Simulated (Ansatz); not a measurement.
Defect: Mg-vacancy pair (Mg on one host Ti site, one Ti site vacant) in rock-salt TiN, neutral cell. Method: PBE, PAW (plane waves to 420 eV; Ansatz, a first-principles code).

Cell of 64 host sites held at the relaxed PBE lattice; a 2×2×2 k-point mesh shifted by half a step; Fermi-Dirac width 0.10 eV, spin-restricted; finite-size errors left in. Static, classical nuclei. Forms of the defect that were not tried may lie lower.

Barriers: single points on a 4×4×4 k-point mesh shifted by half a step at the bands' geometries.

The step: direct exchange of Mg with the vacancy (Mg-vacancy distance between ideal sites 3.00 Å throughout); the atom moves 2.84 Å along (0.00, 0.47, 0.47) of the unit cell; the moving atom starts with neighbours 2 N at 2.11, 2 N at 2.13, 2 N at 2.20 Å and ends with 2 N at 2.11, 2 N at 2.13, 2 N at 2.20 Å.

Predict the migration barrier of this step from PBE, PAW.

2.43 eV, the same both ways. At the saddle the moving atom has neighbours 2 N at 1.83 Å. The saddle point's order was not checked, and it lies on a symmetry element of the cell, where a band can be held.
